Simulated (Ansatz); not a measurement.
The reference is Ti$_{3}$Al (space group P6_3/mmc, No. 194; a = 5.747 Å, c = 4.632 Å). Axes: x lies along a and z along c of the hexagonal cell.

Structures relaxed with r2SCAN/PAW in Ansatz (a quantum-chemistry and plane-wave program), without spin-orbit coupling, earlier PAW set.

Base:

Simulated powder pattern, Cu Kα1, λ = 1.54056 Å (kinematic, ideal powder, no thermal factors, no anomalous dispersion; the 14 strongest lines at most, above 2 %, up to 2θ = 90°):

| 2θ (°) | I/Imax (%) | hkl |
|---|---|---|
| 26.26 | 6.5 | (101) |
| 31.10 | 2.2 | (110) |
| 36.06 | 25 | (200) |
| 38.85 | 27 | (002) |
| 41.14 | 100 | (201) |
| 54.04 | 14 | (202) |
| 64.84 | 15 | (220) |
| 71.90 | 16 | (203) |
| 76.49 | 2.2 | (400) |
| 78.23 | 17 | (222) |
| 79.73 | 12 | (401) |
| 83.39 | 2.4 | (004) |
| 89.29 | 3.0 | (402) |

After one change:

Simulated powder pattern, Cu Kα1, λ = 1.54056 Å (kinematic, ideal powder, no thermal factors, no anomalous dispersion; the 14 strongest lines at most, above 2 %, up to 2θ = 90°):

```json
[
 {"2θ (°)": "26.18", "I/Imax (%)": "6.3"},
 {"2θ (°)": "30.43", "I/Imax (%)": "2.2"},
 {"2θ (°)": "35.28", "I/Imax (%)": "25"},
 {"2θ (°)": "39.34", "I/Imax (%)": "24"},
 {"2θ (°)": "40.57", "I/Imax (%)": "100"},
 {"2θ (°)": "53.86", "I/Imax (%)": "14"},
 {"2θ (°)": "63.32", "I/Imax (%)": "16"},
 {"2θ (°)": "72.16", "I/Imax (%)": "15"},
 {"2θ (°)": "74.62", "I/Imax (%)": "2.3"},
 {"2θ (°)": "77.15", "I/Imax (%)": "17"},
 {"2θ (°)": "77.96", "I/Imax (%)": "12"},
 {"2θ (°)": "84.63", "I/Imax (%)": "2.2"},
 {"2θ (°)": "87.79", "I/Imax (%)": "3.0"}
]
```

### Question
Name the change that was made.
A. uniaxial strain ε_yy = −4.87 %
B. biaxial strain +2.13 %, plane normal [001], relaxed out of plane
C. isotropic strain −2.87 %
D. biaxial strain +0.71 %, plane normal [001], relaxed out of plane

### Answer
B, biaxial strain +2.13 %, plane normal [001], relaxed out of plane. Its volume per atom is 17.07 Å³ against 16.56 Å³, and its space group is P6_3/mmc (No. 194).

No phonon test of stability was made. The final runs are not spin-polarised.
